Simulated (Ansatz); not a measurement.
Given:

```
CELL_PARAMETERS angstrom
      3.07463     0.00000     0.00000
     -1.53731     2.80965     0.00000
      0.00000     0.00000     5.15800
ATOMIC_POSITIONS crystal
  Zr 0.34606 0.69213 0.75000
  Zr 0.65394 0.30787 0.25000
```

No spin polarisation.

Calculations: Ansatz (an electronic-structure program), r2SCAN, PAW, cutoff 500 eV, without spin-orbit coupling. Γ-centred 20×20×11 mesh, Fermi–Dirac width 0.1 eV.

Question: Predict the band gap, space group and stress.

Answer: Band gap: zero
Space group: Cmcm (No. 63)
Stress (xx, yy, zz, yz, xz, xy; compression positive): (8.3, 4.0, 3.5, 0.0, 0.0, 0.0) GPa

The cells carry an imposed strain or load. Stability against distortions was not tested. All final runs are without spin polarisation. The cell was made from Zr in the hcp (Mg type) structure (space group P6_3/mmc, No. 194) by this change: uniaxial strain ε_xx = −5.23 %.
